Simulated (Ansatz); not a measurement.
Si well of 13 atomic layers along [001] in random Si0.5Ge0.5, interfaces one step of a layer

Prepared with Tersoff's 1989 multicomponent potential (SiCGe.tersoff) run with LAMMPS: minimisation. Geometry as solved with PBE, support functions at accuracy medium on the grid of 370 eV (Ansatz, an electronic-structure program).

```xyz
720
Lattice="16.85 0.00 0.00 0.00 16.85 0.00 0.00 0.00 55.21" Properties=species:S:1:pos:R:3 pbc="T T T"
Si    -0.03     0.00     0.00
Ge     1.42     1.39     1.40
Si     2.82     2.81     0.01
Si     4.22     4.20     1.35
Si     2.83    -0.01     2.80
Si     4.18     1.38     4.19
Si     0.04     2.80     2.81
Si     1.43     4.13     4.19
Ge     0.01     0.00     5.65
Si     1.46     1.40     7.00
Si     2.80     2.75     5.57
Ge     4.22     4.17     6.98
Si     2.84     0.02     8.36
Si     4.19     1.39     9.78
Ge     0.02     2.77     8.43
Si     1.41     4.20     9.82
Ge    -0.01     0.02    11.24
Si     1.40     1.45    12.59
Si     2.78     2.76    11.16
Ge     4.22     4.14    12.57
Ge     2.80     0.00    13.98
Si     4.24     1.38    15.40
Si    -0.01     2.81    13.94
Ge     1.34     4.21    15.39
Si     0.00    -0.02    16.78
Si     1.38     1.36    18.16
Ge     2.81     2.77    16.79
Si     4.21     4.20    18.19
Si     2.80     0.00    19.51
Si     4.21     1.40    20.86
Si    -0.01     2.80    19.49
Si     1.40     4.20    20.85
Si     0.00     0.00    22.19
Si     1.40     1.40    23.54
Si     2.80     2.80    22.20
Si     4.21     4.21    23.53
Si     2.81     0.00    24.88
Si     4.21     1.40    26.22
Si     0.00     2.81    24.87
Si     1.40     4.21    26.21
Si     0.00     0.00    27.56
Si     1.40     1.40    28.91
Si     2.81     2.81    27.56
Si     4.21     4.21    28.90
Si     2.81     0.00    30.25
Si     4.22     1.41    31.60
Si     0.00     2.81    30.25
Si     1.41     4.21    31.58
Si     0.00     0.00    32.94
Si     1.41     1.40    34.28
Si     2.81     2.81    32.94
Si     4.21     4.22    34.28
Si     2.81    -0.01    35.61
Ge     4.21     1.41    37.02
Si     0.02     2.79    35.65
Si     1.40     4.22    36.98
Si    -0.01     0.02    38.37
Ge     1.38     1.45    39.76
Si     2.78     2.85    38.37
Ge     4.22     4.20    39.79
Ge     2.83     0.02    41.18
Si     4.23     1.43    42.57
Si     0.01     2.82    41.23
Si     1.40     4.20    42.57
Ge    -0.03     0.02    43.99
Si     1.42     1.39    45.39
Ge     2.82     2.82    43.99
Si     4.22     4.22    45.43
Si     2.81     0.02    46.74
Ge     4.20     1.41    48.18
Ge     0.03     2.80    46.82
Si     1.45     4.19    48.23
Ge     0.00     0.02    49.55
Ge     1.41     1.44    51.01
Si     2.82     2.84    49.60
Si     4.22     4.16    50.99
Si     2.80    -0.01    52.38
Ge     4.20     1.42    53.77
Si    -0.04     2.80    52.43
Ge     1.39     4.18    53.81
Ge    -0.05     5.65    -0.03
Ge     1.38     7.04     1.43
Ge     2.78     8.45    -0.02
Ge     4.24     9.86     1.38
Ge     2.83     5.56     2.81
Si     4.25     6.98     4.20
Si     0.00     8.46     2.81
Si     1.38     9.81     4.17
Ge     0.02     5.56     5.56
Ge     1.43     6.97     7.01
Ge     2.81     8.41     5.55
Ge     4.18     9.88     7.00
Si     2.79     5.54     8.41
Ge     4.21     6.93     9.79
Ge    -0.02     8.41     8.41
Ge     1.39     9.90     9.80
Si    -0.02     5.57    11.17
Si     1.33     6.98    12.54
Ge     2.77     8.40    11.20
Ge     4.22     9.85    12.58
Ge     2.76     5.62    13.94
Ge     4.20     7.01    15.39
Ge    -0.04     8.37    13.99
Ge     1.37     9.83    15.39
Si    -0.06     5.63    16.80
Si     1.35     6.98    18.18
Ge     2.78     8.42    16.84
Si     4.21     9.84    18.20
Si     2.79     5.60    19.51
Si     4.20     7.02    20.84
Si    -0.02     8.42    19.51
Si     1.39     9.83    20.85
Si     0.00     5.61    22.19
Si     1.40     7.02    23.53
Si     2.80     8.42    22.19
Si     4.21     9.83    23.53
Si     2.81     5.62    24.87
Si     4.21     7.02    26.21
Si     0.00     8.42    24.87
Si     1.40     9.83    26.21
Si     0.00     5.61    27.56
Si     1.40     7.02    28.89
Si     2.81     8.42    27.56
Si     4.21     9.83    28.90
Si     2.81     5.61    30.23
Si     4.20     7.02    31.58
Si     0.00     8.42    30.24
Si     1.40     9.82    31.59
Si     0.02     5.61    32.93
Si     1.40     7.02    34.29
Si     2.80     8.42    32.94
Si     4.20     9.82    34.28
Si     2.80     5.62    35.63
Si     4.21     7.00    36.99
Si     0.02     8.43    35.65
Si     1.44     9.80    37.00
Si     0.03     5.62    38.34
Ge     1.45     7.01    39.75
Si     2.86     8.43    38.36
Si     4.22     9.81    39.75
Si     2.79     5.58    41.21
Ge     4.21     6.98    42.59
Ge    -0.01     8.46    41.15
Ge     1.40     9.88    42.60
Ge     0.00     5.57    44.01
Ge     1.41     6.98    45.48
Ge     2.82     8.44    44.04
Si     4.23     9.82    45.43
Si     2.82     5.55    46.83
Ge     4.21     7.01    48.17
Si     0.00     8.40    46.86
Si     1.37     9.81    48.21
Ge    -0.01     5.57    49.60
Ge     1.37     7.04    51.04
Ge     2.80     8.46    49.62
Si     4.21     9.82    51.05
Ge     2.85     5.58    52.39
Ge     4.27     7.02    53.82
Si    -0.04     8.44    52.45
Si     1.36     9.82    53.78
Ge    -0.02    11.24    -0.03
Ge     1.40    12.69     1.40
Si     2.86    14.07     0.02
Si     4.19    15.47     1.42
Ge     2.81    11.26     2.86
Si     4.20    12.67     4.26
Si    -0.05    14.07     2.79
Ge     1.42    15.41     4.20
Ge     0.04    11.27     5.57
Si     1.45    12.65     6.99
Si     2.83    14.03     5.65
Si     4.19    15.42     7.02
Si     2.81    11.31     8.40
Si     4.20    12.70     9.76
Ge    -0.01    14.01     8.38
Ge     1.44    15.48     9.77
Si    -0.04    11.29    11.18
Ge     1.37    12.72    12.56
Si     2.84    14.07    11.16
Si     4.19    15.45    12.53
Ge     2.79    11.28    13.99
Si     4.21    12.66    15.37
Si    -0.05    14.08    14.01
Si     1.35    15.46    15.37
Ge    -0.07    11.27    16.78
Si     1.39    12.64    18.17
Ge     2.80    14.06    16.76
Si     4.22    15.47    18.16
Si     2.80    11.24    19.51
Si     4.21    12.65    20.84
Si    -0.01    14.05    19.49
Si     1.40    15.44    20.84
Si    -0.01    11.23    22.18
Si     1.40    12.63    23.53
Si     2.80    14.04    22.19
Si     4.21    15.44    23.53
Si     2.81    11.23    24.87
Si     4.21    12.63    26.21
Si     0.00    14.04    24.87
Si     1.40    15.44    26.22
Si     0.00    11.23    27.56
Si     1.41    12.63    28.91
Si     2.81    14.04    27.56
Si     4.21    15.44    28.91
Si     2.81    11.23    30.25
Si     4.21    12.63    31.59
Si     0.00    14.04    30.25
Si     1.40    15.44    31.60
Si     0.00    11.22    32.94
Si     1.40    12.62    34.28
Si     2.81    14.03    32.94
Si     4.22    15.44    34.28
Si     2.79    11.21    35.62
Ge     4.20    12.63    37.03
Si    -0.02    14.02    35.61
Ge     1.39    15.44    37.00
Ge     0.01    11.24    38.37
Si     1.39    12.68    39.78
Si     2.78    14.03    38.41
Ge     4.25    15.41    39.77
Ge     2.84    11.27    41.14
Si     4.23    12.66    42.55
Si    -0.01    14.00    41.18
Ge     1.38    15.42    42.56
Si    -0.01    11.28    43.98
Si     1.39    12.61    45.35
Ge     2.83    14.02    43.99
Si     4.18    15.48    45.39
Ge     2.77    11.22    46.81
Si     4.13    12.65    48.24
Ge     0.00    14.05    46.73
Ge     1.47    15.44    48.17
Ge     0.03    11.21    49.66
Si     1.42    12.68    51.02
Si     2.81    14.04    49.65
Si     4.19    15.45    51.02
Ge     2.81    11.25    52.43
Si     4.22    12.67    53.84
Si     0.01    13.99    52.42
Ge     1.41    15.43    53.81
Ge     5.63     0.00     0.03
Si     7.05     1.43     1.40
Si     8.42     2.84     0.06
Si     9.81     4.24     1.41
Ge     8.40     0.01     2.83
Si     9.85     1.38     4.20
Ge     5.60     2.81     2.79
Si     7.02     4.25     4.17
Ge     5.57    -0.03     5.60
Ge     7.01     1.39     7.05
Ge     8.41     2.80     5.55
Ge     9.81     4.20     7.01
Si     8.45     0.00     8.42
Si     9.83     1.33     9.82
Si     5.59     2.79     8.45
Si     6.98     4.19     9.79
Si     5.55     0.00    11.17
Ge     6.96     1.38    12.58
Ge     8.43     2.80    11.16
Si     9.85     4.15    12.60
Ge     8.46    -0.04    13.95
Ge     9.90     1.39    15.36
Si     5.60     2.77    14.04
Si     7.00     4.15    15.37
Si     5.60     0.03    16.80
Si     7.00     1.39    18.17
Ge     8.43     2.80    16.78
Si     9.85     4.23    18.16
Si     8.43     0.00    19.50
Si     9.83     1.41    20.84
Si     5.62     2.80    19.52
Si     7.03     4.22    20.84
Si     5.62     0.00    22.19
Si     7.02     1.41    23.53
Si     8.43     2.81    22.19
Si     9.83     4.22    23.53
Si     8.42     0.00    24.87
Si     9.83     1.41    26.21
Si     5.62     2.81    24.88
Si     7.02     4.21    26.22
Si     5.62     0.00    27.56
Si     7.02     1.40    28.90
Si     8.42     2.81    27.56
Si     9.83     4.21    28.91
Si     8.42     0.00    30.24
Si     9.83     1.40    31.58
Si     5.61     2.81    30.24
Si     7.01     4.21    31.59
Si     5.62     0.00    32.94
Si     7.03     1.41    34.29
Si     8.42     2.80    32.92
Si     9.84     4.17    34.26
Si     8.43     0.00    35.64
Si     9.81     1.38    37.02
Si     5.62     2.82    35.62
Si     6.98     4.17    37.02
Si     5.66     0.00    38.40
Si     7.03     1.39    39.79
Si     8.37     2.75    38.36
Ge     9.78     4.13    39.77
Si     8.46     0.03    41.16
Si     9.79     1.35    42.64
Si     5.63     2.75    41.18
Ge     6.99     4.16    42.64
Ge     5.61     0.03    43.99
Si     7.02     1.45    45.39
Si     8.44     2.77    44.01
Si     9.82     4.14    45.38
Ge     8.44     0.05    46.79
Si     9.86     1.45    48.19
Si     5.61     2.81    46.75
Ge     7.01     4.19    48.17
Si     5.56     0.02    49.66
Si     6.96     1.41    51.01
Ge     8.42     2.77    49.61
Ge     9.85     4.25    51.02
Ge     8.35     0.02    52.43
Ge     9.82     1.47    53.83
Si     5.62     2.82    52.37
Ge     7.02     4.20    53.82
Si     5.63     5.61     0.05
Si     7.06     6.97     1.39
Si     8.37     8.36    -0.03
Ge     9.79     9.78     1.34
Si     8.44     5.61     2.80
Si     9.82     7.00     4.17
Ge     5.66     8.38     2.80
Si     7.03     9.82     4.20
Si     5.63     5.61     5.57
Si     6.99     7.00     6.94
Ge     8.44     8.42     5.58
Si     9.88     9.83     6.97
Ge     8.34     5.62     8.39
Ge     9.85     7.04     9.76
Ge     5.61     8.39     8.35
Ge     7.04     9.85     9.75
Si     5.62     5.54    11.18
Ge     7.02     6.96    12.55
Ge     8.45     8.45    11.19
Ge     9.85     9.91    12.61
Ge     8.44     5.54    14.00
Ge     9.83     7.01    15.45
Ge     5.65     8.43    13.99
Ge     7.09     9.86    15.39
Ge     5.64     5.58    16.79
Si     7.05     7.05    18.16
Si     8.45     8.44    16.83
Si     9.85     9.85    18.14
Si     8.44     5.63    19.50
Si     9.84     7.03    20.84
Si     5.62     8.42    19.51
Si     7.03     9.82    20.85
Si     5.62     5.62    22.18
Si     7.02     7.02    23.53
Si     8.43     8.42    22.19
Si     9.83     9.83    23.54
Si     8.42     5.62    24.87
Si     9.83     7.02    26.22
Si     5.62     8.43    24.87
Si     7.02     9.83    26.22
Si     5.62     5.62    27.56
Si     7.02     7.02    28.91
Si     8.42     8.42    27.56
Si     9.83     9.83    28.91
Si     8.42     5.62    30.25
Si     9.82     7.02    31.59
Si     5.61     8.43    30.25
Si     7.01     9.84    31.59
Si     5.60     5.62    32.92
Si     6.98     7.04    34.25
Si     8.41     8.43    32.93
Si     9.80     9.87    34.25
Ge     8.38     5.58    35.62
Ge     9.79     7.05    37.02
Si     5.58     8.40    35.63
Ge     7.01     9.84    37.01
Si     5.59     5.61    38.34
Ge     6.97     7.04    39.74
Si     8.43     8.46    38.42
Si     9.85     9.81    39.76
Ge     8.38     5.59    41.18
Ge     9.85     7.03    42.55
Si     5.55     8.42    41.14
Ge     6.97     9.80    42.53
Si     5.60     5.59    44.05
Si     6.98     6.99    45.39
Ge     8.39     8.39    43.99
Ge     9.87     9.81    45.38
Ge     8.45     5.61    46.77
Si     9.88     7.00    48.19
Si     5.61     8.40    46.74
Ge     6.99     9.79    48.18
Ge     5.61     5.59    49.63
Ge     7.04     7.01    51.08
Ge     8.47     8.39    49.60
Si     9.82     9.79    51.02
Si     8.46     5.62    52.47
Si     9.81     7.00    53.84
Si     5.63     8.47    52.42
Si     6.99     9.80    53.84
Si     5.62    11.24    -0.05
Ge     6.98    12.62     1.38
Ge     8.42    14.02    -0.05
Ge     9.83    15.42     1.43
Ge     8.42    11.22     2.81
Ge     9.85    12.66     4.25
Ge     5.57    14.07     2.83
Si     7.02    15.43     4.23
Ge     5.66    11.27     5.59
Si     7.04    12.70     6.99
Si     8.39    14.07     5.61
Ge     9.84    15.44     6.99
Ge     8.50    11.29     8.35
Si     9.87    12.68     9.81
Si     5.60    14.04     8.37
Ge     7.02    15.43     9.80
Ge     5.63    11.31    11.16
Si     7.09    12.67    12.58
Si     8.47    14.03    11.20
Si     9.88    15.40    12.56
Si     8.45    11.31    13.99
Si     9.87    12.63    15.36
Ge     5.60    14.04    13.94
Ge     7.01    15.45    15.41
Ge     5.60    11.26    16.79
Si     7.03    12.64    18.19
Ge     8.47    14.02    16.80
Si     9.87    15.47    18.17
Si     8.43    11.23    19.51
Si     9.84    12.64    20.84
Si     5.62    14.06    19.50
Si     7.02    15.45    20.85
Si     5.62    11.24    22.18
Si     7.02    12.63    23.53
Si     8.43    14.04    22.19
Si     9.83    15.44    23.53
Si     8.42    11.23    24.88
Si     9.83    12.63    26.22
Si     5.61    14.04    24.87
Si     7.02    15.44    26.21
Si     5.61    11.23    27.56
Si     7.02    12.64    28.90
Si     8.42    14.04    27.56
Si     9.83    15.45    28.89
Si     8.42    11.24    30.25
Si     9.82    12.65    31.58
Si     5.62    14.04    30.25
Si     7.02    15.45    31.59
Si     5.61    11.23    32.95
Si     7.01    12.66    34.29
Si     8.42    14.05    32.93
Si     9.82    15.44    34.28
Si     8.41    11.25    35.60
Ge     9.86    12.62    37.01
Si     5.63    14.07    35.65
Si     7.01    15.48    36.99
Si     5.61    11.23    38.43
Si     6.98    12.63    39.78
Ge     8.40    14.07    38.43
Si     9.85    15.48    39.81
Ge     8.43    11.24    41.12
Ge     9.87    12.65    42.58
Si     5.63    13.99    41.18
Ge     7.03    15.46    42.52
Ge     5.56    11.23    43.97
Ge     6.99    12.67    45.40
Ge     8.46    14.09    44.01
Si     9.86    15.48    45.41
Ge     8.43    11.23    46.79
Ge     9.85    12.67    48.19
Ge     5.53    14.07    46.84
Ge     6.98    15.51    48.25
Ge     5.55    11.23    49.61
Ge     6.97    12.65    51.06
Ge     8.41    14.06    49.64
Ge     9.86    15.46    51.06
Ge     8.43    11.18    52.45
Si     9.85    12.63    53.78
Si     5.56    14.07    52.44
Si     6.98    15.42    53.80
Ge    11.26     0.03     0.04
Si    12.69     1.41     1.41
Si    14.05     2.76     0.01
Ge    15.44     4.16     1.40
Si    14.03    -0.02     2.76
Ge    15.43     1.41     4.17
Ge    11.24     2.81     2.80
Si    12.63     4.21     4.22
Si    11.23    -0.02     5.53
Ge    12.63     1.37     6.93
Si    14.00     2.82     5.56
Ge    15.39     4.19     6.99
Ge    14.05    -0.03     8.42
Si    15.43     1.40     9.84
Ge    11.22     2.75     8.42
Ge    12.69     4.19     9.80
Si    11.23    -0.02    11.19
Si    12.62     1.40    12.54
Si    14.07     2.78    11.22
Si    15.45     4.19    12.58
Ge    13.98    -0.02    13.98
Ge    15.45     1.41    15.39
Si    11.27     2.79    13.93
Ge    12.65     4.19    15.37
Si    11.28    -0.03    16.78
Si    12.65     1.39    18.13
Si    14.04     2.80    16.80
Si    15.42     4.21    18.15
Si    14.05    -0.01    19.49
Si    15.44     1.40    20.84
Si    11.24     2.80    19.49
Si    12.63     4.21    20.83
Si    11.23     0.00    22.18
Si    12.63     1.41    23.53
Si    14.04     2.81    22.18
Si    15.44     4.21    23.53
Si    14.04     0.00    24.87
Si    15.44     1.40    26.22
Si    11.23     2.81    24.87
Si    12.63     4.21    26.22
Si    11.23     0.00    27.55
Si    12.64     1.40    28.90
Si    14.04     2.81    27.56
Si    15.44     4.21    28.90
Si    14.04     0.00    30.25
Si    15.44     1.40    31.60
Si    11.23     2.81    30.25
Si    12.64     4.21    31.59
Si    11.23    -0.01    32.93
Si    12.63     1.39    34.28
Si    14.04     2.81    32.94
Si    15.49     4.18    34.27
Si    14.04     0.00    35.63
Si    15.46     1.36    36.98
Si    11.19     2.75    35.62
Ge    12.62     4.17    36.98
Si    11.22    -0.01    38.39
Si    12.63     1.32    39.79
Ge    14.05     2.73    38.40
Ge    15.50     4.21    39.77
Si    14.05     0.04    41.20
Si    15.44     1.43    42.56
Ge    11.21     2.69    41.20
Ge    12.64     4.17    42.58
Si    11.21     0.01    44.03
Si    12.60     1.38    45.42
Ge    14.06     2.77    44.04
Si    15.45     4.21    45.44
Si    14.04     0.02    46.76
Si    15.41     1.39    48.16
Si    11.22     2.80    46.78
Ge    12.63     4.23    48.17
Ge    11.24     0.07    49.61
Si    12.63     1.44    51.04
Ge    14.05     2.79    49.63
Si    15.44     4.20    51.06
Ge    14.05     0.04    52.43
Si    15.46     1.42    53.84
Si    11.26     2.83    52.40
Ge    12.65     4.22    53.84
Si    11.19     5.63     0.03
Si    12.61     7.01     1.35
Si    14.00     8.38    -0.02
Ge    15.39     9.80     1.41
Ge    13.99     5.61     2.78
Ge    15.45     7.04     4.17
Ge    11.25     8.41     2.80
Si    12.62     9.88     4.21
Ge    11.25     5.64     5.60
Si    12.63     7.04     7.04
Ge    13.99     8.45     5.60
Ge    15.41     9.89     7.01
Si    14.03     5.65     8.39
Si    15.45     6.96     9.79
Si    11.23     8.45     8.34
Ge    12.61     9.88     9.76
Ge    11.23     5.58    11.22
Ge    12.68     7.00    12.64
Ge    14.06     8.42    11.15
Ge    15.42     9.89    12.60
Si    14.11     5.58    14.00
Si    15.41     6.99    15.42
Ge    11.28     8.47    14.05
Si    12.68     9.88    15.44
Si    11.26     5.60    16.80
Si    12.64     7.02    18.13
Si    14.03     8.42    16.77
Si    15.40     9.79    18.16
Si    14.04     5.62    19.50
Si    15.43     7.02    20.85
Si    11.24     8.43    19.49
Si    12.63     9.83    20.84
Si    11.23     5.62    22.18
Si    12.63     7.02    23.53
Si    14.03     8.43    22.19
Si    15.44     9.83    23.53
Si    14.04     5.61    24.87
Si    15.44     7.02    26.21
Si    11.23     8.42    24.88
Si    12.63     9.83    26.22
Si    11.23     5.62    27.56
Si    12.63     7.02    28.91
Si    14.04     8.42    27.56
Si    15.44     9.82    28.90
Si    14.04     5.62    30.25
Si    15.45     7.02    31.59
Si    11.23     8.42    30.25
Si    12.64     9.84    31.59
Si    11.23     5.61    32.93
Si    12.65     7.03    34.23
Si    14.05     8.43    32.92
Si    15.45     9.82    34.30
Ge    14.09     5.64    35.62
Si    15.49     7.06    37.04
Ge    11.26     8.48    35.62
Si    12.69     9.87    37.03
Ge    11.22     5.60    38.41
Ge    12.64     7.09    39.77
Si    14.08     8.48    38.38
Si    15.41     9.87    39.78
Ge    14.04     5.62    41.17
Ge    15.43     7.03    42.62
Si    11.22     8.47    41.16
Ge    12.66     9.84    42.58
Ge    11.22     5.58    44.01
Ge    12.67     7.01    45.42
Si    14.04     8.43    44.00
Ge    15.49     9.80    45.38
Si    14.10     5.62    46.80
Si    15.46     7.00    48.19
Si    11.23     8.38    46.81
Ge    12.62     9.77    48.21
Si    11.25     5.65    49.59
Si    12.64     6.95    51.01
Ge    14.08     8.38    49.66
Si    15.45     9.83    51.07
Si    14.05     5.62    52.40
Si    15.39     7.05    53.77
Ge    11.25     8.39    52.42
Si    12.69     9.80    53.80
Ge    11.26    11.23    -0.05
Ge    12.68    12.65     1.43
Si    14.11    14.03     0.01
Si    15.44    15.46     1.39
Si    14.04    11.23     2.85
Si    15.44    12.65     4.16
Si    11.26    14.05     2.83
Si    12.62    15.47     4.15
Si    11.27    11.23     5.63
Si    12.62    12.64     7.02
Ge    14.02    14.05     5.58
Si    15.44    15.42     7.01
Si    14.02    11.31     8.40
Si    15.42    12.63     9.79
Si    11.25    14.04     8.41
Si    12.60    15.44     9.80
Si    11.24    11.31    11.20
Si    12.62    12.63    12.63
Ge    14.03    14.04    11.21
Si    15.43    15.43    12.62
Si    14.00    11.28    14.02
Si    15.39    12.69    15.35
Si    11.24    14.03    13.99
Si    12.60    15.41    15.40
Si    11.24    11.24    16.76
Si    12.63    12.64    18.12
Si    14.02    14.05    16.75
Si    15.43    15.43    18.11
Si    14.02    11.23    19.49
Si    15.43    12.63    20.83
Si    11.25    14.04    19.50
Si    12.65    15.44    20.84
Si    11.23    11.23    22.19
Si    12.64    12.63    23.53
Si    14.04    14.03    22.19
Si    15.44    15.44    23.53
Si    14.04    11.23    24.88
Si    15.44    12.63    26.22
Si    11.23    14.04    24.87
Si    12.64    15.44    26.21
Si    11.23    11.23    27.56
Si    12.63    12.64    28.90
Si    14.04    14.04    27.56
Si    15.44    15.44    28.91
Si    14.04    11.23    30.24
Si    15.44    12.63    31.59
Si    11.23    14.04    30.23
Si    12.63    15.44    31.58
Si    11.23    11.25    32.92
Si    12.64    12.64    34.28
Si    14.04    14.04    32.92
Si    15.43    15.44    34.28
Si    14.04    11.25    35.63
Si    15.45    12.64    36.95
Si    11.25    14.07    35.62
Si    12.61    15.48    36.98
Si    11.25    11.18    38.40
Ge    12.62    12.63    39.81
Ge    14.03    14.05    38.34
Ge    15.45    15.46    39.81
Si    14.09    11.26    41.20
Si    15.45    12.65    42.59
Si    11.23    14.09    41.17
Ge    12.64    15.48    42.60
Si    11.25    11.24    43.97
Ge    12.62    12.68    45.36
Si    14.08    14.06    43.97
Si    15.40    15.47    45.37
Ge    14.03    11.22    46.79
Ge    15.46    12.62    48.21
Si    11.22    14.09    46.77
Ge    12.64    15.47    48.16
Ge    11.21    11.21    49.64
Ge    12.64    12.60    51.08
Ge    14.03    14.04    49.62
Ge    15.48    15.44    51.03
Si    14.08    11.20    52.46
Si    15.44    12.64    53.79
Si    11.23    14.02    52.45
Ge    12.66    15.40    53.84
```
